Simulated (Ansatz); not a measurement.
Abridged Ansatz (a first-principles code) output:

```
Pseudopotential: Ir, paw, valence charge 17
Pseudopotential: Os, paw, valence charge 16
Pseudopotential: O, paw, valence charge 6
Crystal: 12 atoms, lattice volume = 126.304 Å³
Basis set: ecut = 420 eV, 2491 PW (Γ), exchange–correlation on 80×80×80 points (8 copies of the dense FFT grid, shifted against one another)
Bands: 69, of which v1, the nominal top of the filled ones, is band 57 counted from 1 (56 counted from 0)
Symmetry: 8 space group operations
k-points: 126 of 1331 (time reversal used)
Functional: x = pbesol(κ = 0.804, μ = 0.12345679012345678), c = pbesol(β = 0.046)
SCF iter   1: F=—  HF=-50578.071962 eV  |F-HF|=—  |Δ(HF+E_count)|=         —  Δρ=2.33e-2  dr2=7.39e-1  ethr=1.77e-3  ⟨swp⟩=6.0  Hψ=30190  notcnv=0  defer=107
SCF iter   2: F=—  HF=-50577.966570 eV  |F-HF|=—  |Δ(HF+E_count)|=   1.05e-1  Δρ=1.22e-2  dr2=9.24e-2  ethr=6.48e-4  ⟨swp⟩=2.0  Hψ=15575  notcnv=0  defer=178
SCF 1 converged in 9 iterations: F = -50577.940325 eV  dr2 = 6.76e-11
SCF converged after 9 iterations
Free energy (F): -50577.940325 eV
Internal energy: -50577.896762 eV  (E = F + TS)
E sigma→0 (E₀):  -50577.918544 eV
Entropy (-TS):   -0.043563 eV (-3.630 meV/atom)
Fermi energy:    14.752380 eV
--- Forces (eV/Å), atoms counted from 1 ---
  atom   1  Ir     0.00000000     0.00000000     0.00013512
  atom   2  Os    -0.00000000     0.00000000    -0.00079471
  atom   3  Ir    -0.00000000     0.00000000     0.00013512
  atom   4  Os     0.00000000     0.00000000    -0.00079471
  atom   5  O     -0.00045764     0.00000000     0.00030507
  atom   6  O     -0.00056922     0.00000000     0.00002380
  atom   7  O      0.00000000     0.00045764     0.00030507
  atom   8  O     -0.00000000     0.00056922     0.00002380
  atom   9  O      0.00000000    -0.00045764     0.00030507
  atom  10  O      0.00000000    -0.00056922     0.00002380
  atom  11  O      0.00045764     0.00000000     0.00030507
  atom  12  O      0.00056922     0.00000000     0.00002380
--- Stress (GPa, compression-positive) ---
        0.016128      -0.000000      -0.000000
       -0.000000       0.016128      -0.000000
       -0.000000      -0.000000      -0.010862
  P = ⅓ Tr σ = 0.0071 GPa (0.071 kbar)
```

Question: What was computed, and what are the main results?

Answer: OsIrO4, 12 atoms in the cell, with PBEsol (Ansatz, PAW, no spin-orbit coupling). The last SCF converged to F = -50577.940325 eV, or -4214.8284 eV per atom, at a pressure of 0.01 GPa. The total energy compares only with runs of the same code, potentials and settings.

These are small ordered cells, not random alloys; other orderings at the same x differ. No phonon test of stability was made. No Hubbard U is applied, and correlation can decide whether such a compound is a metal. All final runs are without spin polarisation. The cell was made from IrO2 by this change: x(Os) = 0.5, 12 atoms, I4_1md.
